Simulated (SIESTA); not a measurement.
**Worked example: self-consistent single point of ZrHg3 (Pm-3m, 4 atoms in the cell) in SIESTA**

Level of theory: LDA PW92, numerical atomic orbitals DZP, PseudoDojo LDA standard norm-conserving potentials (rewritten from UPF to PSML) (SIESTA).

Input as run:

```
# files in the folder: Zr.psml Hg.psml (PseudoDojo LDA standard)
SystemName  ZrHg3
SystemLabel zrhg3

NumberOfAtoms                4
NumberOfSpecies              2
%block ChemicalSpeciesLabel
  1 40 Zr
  2 80 Hg
%endblock ChemicalSpeciesLabel
LatticeConstant              1.0 Bohr
%block LatticeVectors
     8.348318690    0.000000000    0.000000000
     0.000000000    8.348318690    0.000000000
     0.000000000    0.000000000    8.348318690
%endblock LatticeVectors
AtomicCoordinatesFormat      Ang
%block AtomicCoordinatesAndAtomicSpecies
     0.000000000    0.000000000    0.000000000  1
     2.208870000    2.208870000    0.000000000  2
     0.000000000    2.208870000    2.208870000  2
     2.208870000    0.000000000    2.208870000  2
%endblock AtomicCoordinatesAndAtomicSpecies

XC.functional                LDA
XC.authors                   PW92
PAO.BasisSize                DZP
PAO.EnergyShift              0.01 Ry
MeshCutoff                   350 Ry
%block kgrid.MonkhorstPack
    8   0   0  0.0
    0   8   0  0.0
    0   0   8  0.0
%endblock kgrid.MonkhorstPack
OccupationFunction           MP
OccupationMPOrder            0
ElectronicTemperature        0.1 eV

MaxSCFIterations             150
SCF.Mixer.Method             Broyden
SCF.Mixer.Weight             0.1
SCF.Mixer.History            8
SCF.DM.Tolerance             1.0E-05
Diag.ParallelOverK           true
WriteForces                  true
```

Output (repeated stretches shortened):

```
reinit: Reading from file input.fdf

reinit: System Name: ZrHg3
reinit: System Label: zrhg3

coor:   Atomic-coordinates input format  =     Cartesian coordinates
coor:                                          (in Angstroms)

siesta: Atomic coordinates (Bohr) and species
siesta:      0.00000   0.00000   0.00000  1        1
siesta:      4.17416   4.17416   0.00000  2        2
siesta:      0.00000   4.17416   4.17416  2        3
siesta:      4.17416   0.00000   4.17416  2        4

siesta: System type = bulk

initatomlists: Number of atoms, orbitals, and projectors:      4    76    93

siesta: ******************** Simulation parameters ****************************
redata: Spin configuration                          = none
redata: Time-Reversal Symmetry                      = T
redata: Number of Atomic Species                    =        2
redata: Mesh Cutoff                                 =   350.0000 Ry
redata: Net charge of the system                    =     0.0000 |e|
redata: Min. number of SCF Iter                     =        0
redata: Max. number of SCF Iter                     =      150
redata: SCF convergence failure will abort job
redata: SCF mix quantity                            = Hamiltonian
redata: Mix DM or H after convergence               =   F
redata: Recompute H after scf cycle                 =   F
redata: Mix DM in first SCF step                    =   T
redata: No kicks to SCF
redata: DM Mixing Weight for Kicks                  =     0.5000
redata: Require Harris convergence for SCF          =   F
redata: Harris energy tolerance for SCF             =     0.000100 eV
redata: Require DM convergence for SCF              =   T
redata: DM tolerance for SCF                        =     0.000010
redata: Require EDM convergence for SCF             =   F
redata: EDM tolerance for SCF                       =     0.001000 eV
redata: Require H convergence for SCF               =   T
redata: Hamiltonian tolerance for SCF               =     0.001000 eV
redata: Require (free) Energy convergence for SCF   =   F
redata: (free) Energy tolerance for SCF             =     0.000100 eV
redata: Using DFT-D3 dispersion                     =   F
redata: Using Saved Data (generic)                  =   F
redata: Method of Calculation                       = Diagonalization
redata: Electronic Temperature                      =  1160.4518 K
redata: Number of TDED substeps                     =        3
redata: Dynamics option                             = Single-point calculation
redata: Save all siesta data in one NC              =   F
redata: ***********************************************************************

%block SCF.Mixers
  Broyden
%endblock SCF.Mixers

%block SCF.Mixer.Broyden
  # Mixing method
  method broyden

  # Mixing options
  weight 0.1000
  weight.linear 0.1000
  weight.prime 0.1000
  history 8
%endblock SCF.Mixer.Broyden

DM_history_depth set to one: no extrapolation allowed by default for geometry relaxation
Size of DM history Fstack: 1
Total number of electrons:    72.000000
Total ionic charge:    72.000000

* ProcessorY, Blocksize:    1  64

* Orbital distribution balance (max,min):    76    76

k-point displ. along   1 input, could be:     0.00    0.50
k-point displ. along   2 input, could be:     0.00    0.50
k-point displ. along   3 input, could be:     0.00    0.50
 Kpoints in:          320 . Kpoints trimmed:          296

siesta: k-grid: Number of k-points = 296
siesta: k-points from Monkhorst-Pack grid
siesta: k-cutoff (effective) =    17.671 Ang
siesta: k-point supercell and displacements
siesta: k-grid:     8     0     0      0.000
siesta: k-grid:     0     8     0      0.000
siesta: k-grid:     0     0     8      0.000

diag: Algorithm                                     = D&C
diag: Parallel over k                               =   F
diag: Use parallel 2D distribution                  =   F
diag: Parallel block-size                           = 64
diag: Parallel distribution                         =     1 x     1
diag: Used triangular part                          = Lower
diag: Absolute tolerance                            =  0.100E-15
diag: Orthogonalization factor                      =  0.100E-05
diag: Memory factor                                 =  1.0000

superc: Internal auxiliary supercell:     5 x     5 x     5  =     125
superc: Number of atoms, orbitals, and projectors:    500   9500  11625

                        Single-point calculation

superc: Internal auxiliary supercell:     5 x     5 x     5  =     125
superc: Number of atoms, orbitals, and projectors:    500   9500  11625

outcell: Unit cell vectors (Ang):
        4.417740    0.000000    0.000000
        0.000000    4.417740    0.000000
        0.000000    0.000000    4.417740

outcell: Cell vector modules (Ang)   :    4.417740    4.417740    4.417740
outcell: Cell angles (23,13,12) (deg):     90.0000     90.0000     90.0000
outcell: Cell volume (Ang**3)        :     86.2185
new_DM -- step:     1
Initializing Density Matrix...

Attempting to read DM from file... Failed...
DM filled with atomic data:

InitMesh: MESH = 50 x 50 x 50 = 125000
InitMesh: Mesh cutoff (required, used) =   350.000   354.031 Ry

stepf: Methfessel-Paxton step function
       Using Hermite-Gauss polynomials of order  0

        iscf     Eharris(eV)        E_KS(eV)     FreeEng(eV)     dDmax    Ef(eV) dHmax(eV)
   scf:    1   -14478.788755   -14797.640135   -14797.672828  2.030572  0.382412 44.234732
   scf:    2   -15041.396805   -14961.399023   -14961.417425  1.256695  0.102242 19.384090
   scf:    3   -14986.348185   -14975.309394   -14975.324084  0.372505 -0.115782 11.533129
   scf:    4   -14983.045080   -14981.885091   -14981.902632  0.559617 -0.647304  4.917568
   scf:    5   -14982.872296   -14982.459950   -14982.481266  0.139077 -0.871681  2.334128
   scf:    6   -14980.783891   -14982.229184   -14982.249473  0.342175 -1.292805  3.490926
   [... 6 lines left out ...]
   scf:   13   -14982.781813   -14982.781791   -14982.802307  0.000858 -1.056740  0.001571
   scf:   14   -14982.781795   -14982.781793   -14982.802307  0.000080 -1.056925  0.001067
   scf:   15   -14982.781790   -14982.781792   -14982.802308  0.000057 -1.056901  0.000800
   scf:   16   -14982.781789   -14982.781790   -14982.802308  0.000055 -1.056884  0.000541
   scf:   17   -14982.781790   -14982.781790   -14982.802308  0.000008 -1.056913  0.000473

SCF Convergence by DM+H criterion
max |DM_out - DM_in|         :     0.0000076018
max |H_out - H_in|      (eV) :     0.0004733362
SCF cycle converged after 17 iterations

Using DM_out to compute the final energy and forces

siesta: E_KS(eV) =           -14982.7818

siesta: E_KS - E_eggbox =    -14982.7818

siesta: Atomic forces (eV/Ang):
     1    0.000000    0.000000    0.000000
     2   -0.000000   -0.000000    0.000000
     3   -0.000000   -0.000000   -0.000000
     4   -0.000000   -0.000000   -0.000000
   Tot   -0.000000   -0.000000   -0.000000
   Max    0.000000
   Res    0.000000    sqrt( Sum f_i^2 / 3N )
   Max    0.000000    constrained

Stress tensor Voigt[x,y,z,yz,xz,xy] (kbar):      146.34      146.34      146.34        0.00        0.00        0.00
(Free)E + p*V (eV/cell)   -14990.6771
Target enthalpy (eV/cell)   -14982.8023

siesta: Program's energy decomposition (eV):
siesta: Ebs     =     -2430.851429
siesta: Eions   =     20015.465296
siesta: Ena     =      2353.922723
siesta: Ekin    =      4273.941158
siesta: Enl     =       612.108572
siesta: Eso     =         0.000000
siesta: Edftu   =         0.000000
siesta: DEna    =       285.253555
siesta: DUscf   =        18.577335
siesta: DUext   =         0.000000
siesta: Ex      =     -2311.436199
siesta: Ec      =      -199.683638
siesta: Exc     =     -2511.119837
siesta: Eharris =    -14982.781790
siesta: Etot    =    -14982.781790
siesta: FreeEng =    -14982.802308

siesta: Stress tensor (static) (eV/Ang**3):
siesta:     0.091335    0.000000    0.000000
siesta:     0.000000    0.091335    0.000000
siesta:     0.000000    0.000000    0.091335

siesta: Cell volume =         86.218499 Ang**3

siesta: Pressure (static):
siesta:                Solid            Molecule  Units
siesta:          -0.00099477         -0.00099477  Ry/Bohr**3
siesta:          -0.09133529         -0.09133529  eV/Ang**3
siesta:        -146.33526448       -146.33526296  kBar
```

The run converged in 17 iterations.

The starting cell comes from a database of computed structures (which also holds hypothetical and non-ambient phases and stackings), without a prior relaxation at this level. Values carry the incompleteness of an atom-centred basis. With a pressure of about -15 GPa the cell is away from its equilibrium volume at this level.
